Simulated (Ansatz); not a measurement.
End structure of a constructed model of the (0001) surface of hcp Zr, a pseudomorphic layer of Fe in the host's stacking (bottom of the slab: a bare face, its two planes held):

```
CELL_PARAMETERS angstrom
      3.23249     0.00000     0.00000
     -1.61625     2.79942     0.00000
      0.00000     0.00000    32.00000
ATOMIC_POSITIONS crystal
  Zr 0.66667 0.33333 0.25762
  Zr 0.33333 0.66667 0.33840
  Zr 0.66667 0.33333 0.42000
  Zr 0.33333 0.66667 0.50122
  Zr 0.66667 0.33333 0.58147
  Zr 0.33333 0.66667 0.66444
  Fe 0.66667 0.33333 0.72270
```

Model: 7-atom slab, 15.5 Å thick at the start, 13x13x1 mesh, Fermi-Dirac 0.1 eV, dipole correction, 2 atoms held, the rest relaxed; start symmetry kept, larger cells not searched; spin-polarised, ending with about 2.3 μB a cell; orders that need a larger cell were not tried, no spin-orbit, no U. It is one candidate, not shown to be the stable structure of the face.

Q: Predict the work function of the top face from PBE (Ansatz, a first-principles code).

A: 3.85 eV
